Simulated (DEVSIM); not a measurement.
Structure: Si n-i-p diode, at 300 K.

| layer (left to right) | material | thickness (μm) | Nd (cm⁻³) | Na (cm⁻³) | τn (s) | τp (s) |
|---|---|---|---|---|---|---|
| 1 | Si | 1.90 | 1.4e19 | - | 0.00017 | 0.0017 |
| 2 | Si | 12.0 | - | 1.6e12 | 0.00017 | 0.00017 |
| 3 | Si | 4.20 | - | 1.9e17 | 0.00017 | 0.00017 |

Left contact: ohmic. Right contact: ohmic. Voltage is applied to the left contact. Recombination: SRH at mid-gap, radiative. Gap narrowing is on: ΔEg = 6.92 meV × (l + √(l² + 0.5)), l = ln(N/1.3e17 cm⁻³), shared equally by both band edges. Mobility is μmin + (μ − μmin)/(1 + (N/Nref)^α).

Constants are typed, rounded textbook-type inputs, not results; the design itself was drawn at random and stands for no fabricated device. Values at 300 K.

```
parameter           Si
-------------  -------
gap (eV)         1.124
affinity (eV)     4.05
permittivity      11.7
Nc (cm⁻³)      2.86e19
Nv (cm⁻³)       3.1e19
μn (cm²/Vs)       1417
μp (cm²/Vs)        470
μn,min              52
μp,min              45
Nref,n          9.7e16
Nref,p          2.2e17
αn                0.68
αp                0.72
B (cm³/s)      4.7e-15
```

Model (solved in DEVSIM): 1D drift-diffusion, Boltzmann statistics, complete ionisation; no tunnelling, impact ionisation, image-force lowering or self-heating.

Tabulate band edges, carrier densities and field at -0.9 V on the left contact.

Energies count from the Fermi level of the right contact; mesh points crowd at the junctions.

```csv
x (μm),Ec (eV),Ev (eV),n (cm⁻³),p (cm⁻³),field (V/cm)
0.000,0.918,-0.140,1.4e19,100,≈ 0
0.05662,0.918,-0.140,1.4e19,2.5e15,≈ 0
0.2329,0.918,-0.141,1.4e19,1.0e16,≈ 0
0.8244,0.918,-0.141,1.4e19,3.6e16,≈ 0
1.682,0.917,-0.142,1.4e19,7.3e16,≈ 0
1.851,0.917,-0.142,1.4e19,8.0e16,≈ 0
1.901,0.976,-0.148,1.4e18,6.4e16,86000
2.003,1.016,-0.108,3.0e17,3.0e17,-12
2.291,1.016,-0.108,3.0e17,3.0e17,-12
3.281,1.014,-0.109,2.9e17,2.9e17,-12
6.444,1.010,-0.113,2.7e17,2.7e17,-14
12.35,1.002,-0.122,2.2e17,2.2e17,-17
13.44,1.000,-0.124,2.1e17,2.1e17,-17
13.78,0.999,-0.125,2.1e17,2.1e17,-17
13.89,1.001,-0.123,1.9e17,2.3e17,3800
13.94,1.005,-0.111,1.7e17,3.6e17,-28
14.09,1.004,-0.112,1.6e17,3.5e17,-33
14.60,1.002,-0.113,1.4e17,3.3e17,-35
16.82,0.993,-0.123,6.0e16,2.5e17,-54
17.73,0.987,-0.129,1.9e16,2.1e17,-74
18.01,0.985,-0.131,4.9e15,1.9e17,-84
18.10,0.984,-0.132,840,1.9e17,-88
```
